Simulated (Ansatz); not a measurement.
Consider the following.

End structure of the (22-43) surface of hcp Ru in its 1x1 cell, outermost plane spacing 0.31 Å in the ideal cut:

```
CELL_PARAMETERS angstrom
      4.71360     0.00000     0.00000
      2.35680     9.50707     0.00000
      0.00000     0.00000    26.50000
ATOMIC_POSITIONS crystal
  Ru 0.35050 0.63633 0.30918
  Ru 0.38183 0.89765 0.32041
  Ru 0.08678 0.16239 0.33139
  Ru 0.12179 0.42619 0.34014
  Ru 0.82581 0.69156 0.34843
  Ru 0.84878 0.95806 0.35997
  Ru 0.55792 0.22266 0.37168
  Ru 0.59096 0.49030 0.38263
  Ru 0.28597 0.75671 0.39595
  Ru 0.32644 0.02182 0.40774
  Ru 0.01941 0.28571 0.41933
  Ru 0.05621 0.55074 0.42994
  Ru 0.75993 0.81663 0.44223
  Ru 0.79032 0.08181 0.45336
  Ru 0.49206 0.34780 0.46480
  Ru 0.52633 0.61368 0.47674
  Ru 0.22631 0.87981 0.48864
  Ru 0.26058 0.14387 0.50000
  Ru 0.96225 0.40792 0.51135
  Ru 0.99613 0.67407 0.52328
  Ru 0.69599 0.93992 0.53518
  Ru 0.72825 0.20592 0.54664
  Ru 0.43268 0.47110 0.55776
  Ru 0.46307 0.73700 0.57007
  Ru 0.16128 0.00201 0.58066
  Ru 0.20439 0.26593 0.59226
  Ru 0.89876 0.53101 0.60405
  Ru 0.93732 0.79748 0.61740
  Ru 0.63666 0.06503 0.62831
  Ru 0.66292 0.32969 0.64003
  Ru 0.37349 0.59615 0.65158
  Ru 0.40420 0.86154 0.65988
  Ru 0.10525 0.12529 0.66858
  Ru 0.13562 0.39006 0.67959
  Ru 0.84287 0.65134 0.69082
```

Model: 35-atom slab, 10.4 Å thick at the start (thin: gaps and levels are the slab's own), 8x4x1 mesh, Fermi-Dirac 0.1 eV, dipole correction, single point; no symmetry held, on the structure that PBE left; no spin, no spin-orbit, no U.

Task: What work function of the top face does r2SCAN, at the PBE geometry run with Ansatz (a program for electronic structure) give?

Result: 4.50 eV
